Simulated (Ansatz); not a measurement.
Given:

```xyz
1
Lattice="2.6650 0.0000 0.0000 0.0000 3.7688 0.0000 1.3325 1.8844 1.3508" Properties=species:S:1:pos:R:3 pbc="T T T"
Rh     0.0000     0.0000     0.0000
```

No spin polarisation.

Computed with r2SCAN (Ansatz, a quantum-chemistry and plane-wave program, PAW, scalar-relativistic without spin-orbit coupling). k-mesh 21×21×21 (Γ-centred); smearing 0.05 eV (Fermi–Dirac).

What pressure (mean of the normal stresses, compression positive) does the calculation give?

3.3 GPa.

Estimate the band gap.

Zero.

Estimate the space group.

Immm (No. 71).

The cells carry an imposed strain or load. Whether these cells are dynamically stable was not tested. All final runs are without spin polarisation. The cell was made from Rh in the fcc (Cu type) structure (space group Fm-3m, No. 225) by this change: biaxial strain −0.82 %, plane normal [110], relaxed out of plane.
